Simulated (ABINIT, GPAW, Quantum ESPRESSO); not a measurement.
Bulk modulus against equilibrium volume of BaTiO3 (space group 99) over programs and functionals

Each row is a third-order Birch-Murnaghan fit to seven to nine volumes of BaTiO3 (space group 99) in one program and functional, each with its own basis, cutoff and mesh; V0 is in Å^3/atom and B0 in GPa. Along one equation of state d ln B/d ln V = -B', so if levels differed mainly by where they put the minimum, ln B0 would fall on a line in ln V0 with a slope near -B0'.

| program, functional, potentials | ln V0 | ln B0 | V0 (Å^3/atom) | B0 (GPa) |
|---|---|---|---|---|
| ABINIT, LDA, PseudoDojo | 2.505 | 5.263 | 12.25 | 193.1 |
| Quantum ESPRESSO, LDA, GBRV | 2.516 | 5.259 | 12.37 | 192.4 |
| GPAW, LDA, PAW | 2.517 | 5.253 | 12.39 | 191.1 |
| ABINIT, PBEsol, PseudoDojo | 2.532 | 5.181 | 12.58 | 177.9 |
| Quantum ESPRESSO, PBEsol, GBRV | 2.541 | 5.179 | 12.69 | 177.5 |
| GPAW, PBEsol, PAW | 2.544 | 5.172 | 12.73 | 176.3 |
| Quantum ESPRESSO, PBE, GBRV | 2.577 | 5.078 | 13.16 | 160.5 |
| Quantum ESPRESSO, PBE, PSlibrary PAW | 2.578 | 5.071 | 13.17 | 159.3 |
| GPAW, PBE, PAW | 2.580 | ? | 13.20 | ? |

Fit ln B0 against ln V0 with a straight line, and predict the withheld value at ln V0 = 2.580.

With u = ln V0 - 2.539, the rows have u = -0.034000, -0.023000, -0.022000, -0.007000, 0.002000, 0.005000, 0.038000, 0.039000. Means: u -0.00025000, ln B0 5.1820. About the means, the sum of products is -0.014417 and the sum of squares of u is 0.0052115; the slope is their ratio. Least squares gives ln B0 = 5.1813 - 2.766·u. Residuals (row less fit): -0.0123, 0.0141, 0.0108, -0.0197, 0.0032, 0.0045, 0.0018, -0.0024; standard error 0.0122 (degrees of freedom: 6). The slope is -2.8; the rows' own B0' run from 4.5 to 4.5, so the line is flatter than -B0': at one and the same volume the levels with the larger V0 are the stiffer ones. At the withheld row, u = 0.041000, so ln B0 = 5.1813 - 2.766 × 0.041000 = 5.0679. The calculation gives 5.074, 0.0061 above the prediction (3.2 % of the range of ln B0 in the table). The row lies outside the fitted rows, so this is an extrapolation. From the scatter of the fitted rows alone, a prediction at this place has a standard error of 0.0147, so the miss is 0.4 times that.

The shape of the cell and the inner coordinates aren't relaxed, so V0 and B0 belong to this uniform scaling; a relaxed crystal lies no higher in energy and is usually softer. This is the room-temperature phase, which isn't the ground state. The runs keep the symmetry of the cell, so they don't test it for distortions. The LDA file for Ba was generated anew from PseudoDojo's inputs, some of which were changed. The PBEsol file for Ba was generated anew from PseudoDojo's inputs, some of which were changed. Spin polarisation is off, and so is spin-orbit coupling; occupations are Fermi-Dirac, smeared by 0.05 eV in metals and 0.01 eV otherwise. Left out as too noisy or not bracketing the minimum: 2 further scans. Cutoffs and mesh are single choices, not tested for convergence of this quantity. No row is a reference.
